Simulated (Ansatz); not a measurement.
Base system: CuI in the zinc blende structure (space group F-43m, No. 216; a = 5.862 Å).

The change: the cell is scaled by 0.9750 in all directions; the atoms relax in the strained cell.

The values are results of LDA/PAW in Ansatz (an electronic-structure program), scalar-relativistic without spin-orbit coupling, not measurements.

Base, band edges from the VBM (valence, conduction): X -1.92, 2.41; W -1.65, 4.58; L -0.90, 2.12; Γ 0.00, 1.22; K -1.60, 2.91; U -1.60, 2.91 eV.

Q: Give the band edges at the high-symmetry points of the new zone, measured from its valence-band maximum.

A: 
| point | valence edge (eV) | conduction edge (eV) |
|---|---|---|
| Γ | 0.00 | 1.47 |
| X | -2.26 | 2.23 |
| U | -1.88 | 2.79 |
| K | -1.88 | 2.79 |
| L | -1.05 | 2.18 |
| W | -1.95 | 4.57 |

The gap is 1.47 eV, direct at Γ.

Spin-orbit coupling, missing from the scalar runs, can matter with I. Whether these cells are dynamically stable was not tested. The final runs are not spin-polarised.
